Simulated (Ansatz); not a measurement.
Cost and result by functional for the adsorption energy of OH on the 1x1 (110) surface of 3C silicon carbide (cut with top plane C + Si), one in a 2x2 cell, started at the site 'bridge C-Si (span 3.9 Å)', in Ansatz (plane waves, PAW). Single points on the PBE structure, on one kind of machine; costs are rough ratios of the slab run's core time (references not counted) to the cheapest single point. r2SCAN's cost holds its higher cutoff (500 against 420 eV). Differences are taken against r2SCAN for comparison alone: no measured value is at hand, so the table doesn't rank accuracy.

Host crystal: 3C silicon carbide, with a band gap (PBE, scalar-relativistic without spin-orbit coupling).

Slab: 50 atoms, 7.7 Å thick at the start under the adsorbate (thin: gaps and levels are the slab's own); k 3x3x1, smearing 0.01 eV, dipole-corrected; 24 atoms held, the rest relaxed; no symmetry held; spin-polarised, ending with about 1.0 μB a cell; orders that need a larger cell were not tried, no spin-orbit, no U, no dispersion correction. At the end it is bonded to Si. In PBE it is, or lies within 0.03 eV of, the lowest of the starts that converged. These notes are the PBE run's. r2SCAN: The program's check for a lower electronic state was not made. Adsorption energies are against H2O(g) − ½ H2(g). A negative adsorption energy means that the adsorbate is more stable on the surface than in its reference.

```
functional                     relative cost  adsorption energy (eV)  less r2SCAN (eV)
-----------------------------  -------------  ----------------------  ----------------
RPBE                                       1                   -0.94              0.48
r2SCAN                                     2                   -1.42              0.00
PBE (the relaxed run's value)              –                   -1.07              0.35
```

The values span 0.48 eV, while the single points' costs differ by a factor of roughly 2. Differences are of unrounded values.

Ansatz is an electronic-structure program.
